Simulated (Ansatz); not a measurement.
# BeS: response to strain

The reference is BeS in the zinc blende structure (space group F-43m, No. 216; a = 4.869 Å). Axes: x, y, z lie along the cube axes.

Strains are applied to the cell and any free atomic positions relax; under biaxial strain the out-of-plane vector relaxes too.

All numbers come from plane-wave PAW DFT at the r2SCAN level (Ansatz, a program for electronic structure, 500 eV), spin-orbit coupling left out.

```csv
"biaxial strain, plane normal [111], relaxed out of plane (%)",out-of-plane strain (%)
0,0.00
0.42,?
0.83,-0.30
1.25,-0.45
1.67,-0.60
2.08,-0.75
2.5,-0.89
```

### Question
Fit ε⊥ = −νε + γε² (strains in %) to the rows shown and predict the withheld row.

### Answer
Least squares on the printed values gives ν = 0.37 (the biaxial Poisson response) and γ = 0.003 (largest residual 0.00 %); this predicts -0.15 %, and the run gives -0.16 %, in agreement.

Whether these cells are dynamically stable was not tested.
